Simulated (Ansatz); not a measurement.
Spacing of the highest filled and lowest empty level at the zone centre in eight small model glasses of hand-chosen composition and density, fast-quenched (anions pushed apart in CHGNet runs), each at its PBE geometry, by PBE and by HSE06 (Ansatz, an electronic-structure program, plane waves, PAW). The cells are the first eight to finish that balance their formal charges, show no moments and no lower geometry on charging where those were tested, and have a gap at both levels; defect levels can set the spacings, and exact exchange is cut at the cells' faces.

```
cell           quench by  pressure (GPa)             levels at the gap  PBE (eV)  experiment, tabulated (eV)
-------------  ---------  --------------  ----------------------------  --------  --------------------------
In8Ga8Zn8O32      CHGNet             0.1  localised at the filled edge      0.48                           -
Si10Pb12O32       CHGNet             0.0                        spread      3.21                           -
La6Ti14O37        CHGNet             0.0   localised at the empty edge      2.96                           -
Si20Ti4O48        CHGNet             0.0       localised at both edges      3.95                           -
Si24O49Mg         CHGNet             0.6  localised at the filled edge      4.54                           -
Hf18O33N2         CHGNet            -1.1  localised at the filled edge      3.37                           -
In12Ga6Zn6O33     CHGNet            -1.5                        spread      0.82                           -
Si21Ge3O48        CHGNet             0.0                        spread      4.41                           -
```

What does HSE06 give, and how does it move these values against PBE?

In8Ga8Zn8O32 1.85, Si10Pb12O32 4.24, La6Ti14O37 4.55, Si20Ti4O48 5.71, Si24O49Mg 6.28, Hf18O33N2 4.67, In12Ga6Zn6O33 2.36, Si21Ge3O48 6.33 eV. It raises them by +1.03 to +1.92 eV, +1.53 eV on average. A straight line through the eight gives HSE06 = 1.08 × PBE +1.30 eV, with a scatter of 0.24 eV.
